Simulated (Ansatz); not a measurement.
Take GeSe$_{2}$ (space group I-42d, No. 122; a = 5.791 Å, c = 9.605 Å; a cell from a computed database, its experimental status unchecked) as the base. Axes: x, y, z lie along a, b, c of the conventional cell.

Level of theory: PBEsol (Ansatz, a quantum-chemistry and plane-wave program, PAW, no SOC).

Perturbation: tensor shear ε_xz = −2.46 % (engineering shear γ = -0.0492), atoms relaxed at fixed cell.

Question: Predict the stress tensor and what it implies for the stiffness.

Answer: Stress of the strained cell less that of the base (GPa, compression positive):
```
   0.13    0.00    1.05
   0.00    0.10    0.00
   1.05    0.00    0.11
```

Then −Δσ/γ with γ = 2ε = -0.0492 gives secant stiffness values (nonlinear terms included at this strain): C55 ≈ 21 GPa.

As a check, the harmonic strain energy −½ V₀ Δσ:ε is 4.3 meV/atom; the computed energy rise is 4.3 meV/atom.

Stability against distortions was not tested.
